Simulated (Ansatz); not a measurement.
Defect calculation: C interstitial in fcc Cu

All values below come from PBE, PAW (plane waves to 420 eV; Ansatz, an electronic-structure program). Set-up: 32-site cell; 6×6×6 shifted k-points; start: void with 6Cu nearest; no Hubbard U; finite-size errors of tenths of an eV; the relaxation kept the symmetry of the starting site; relaxed from one start, so a lower configuration may exist.

Neighbours after relaxation, in Å: of the C atom: Cu 1.92, Cu 1.92, Cu 1.92, Cu 1.92, Cu 1.92, Cu 1.92.

Formation energies E_f are those of the neutral cell. Chemical conditions: host crystal and elements as references (Δμ(C) = 0.00 eV; C taken from its element, since no compound that bounds it was computed at this level; only phases computed here count, gases as isolated molecules at 0 K). Reference phases: C: graphite.

The name describes the start; the neighbours show where the added atom ended.

| charge | moment (μB) | point group | largest move off a lattice site (Å) | E_f, host crystal and elements as references (eV) |
|---|---|---|---|---|
| 0 | not spin-polarised | Oh | 0.11 | 2.77 |

Point groups are those of the whole cell at tolerances of 0.03 and 0.1 Å ("near" where only the looser one holds); none is given for unsettled states.
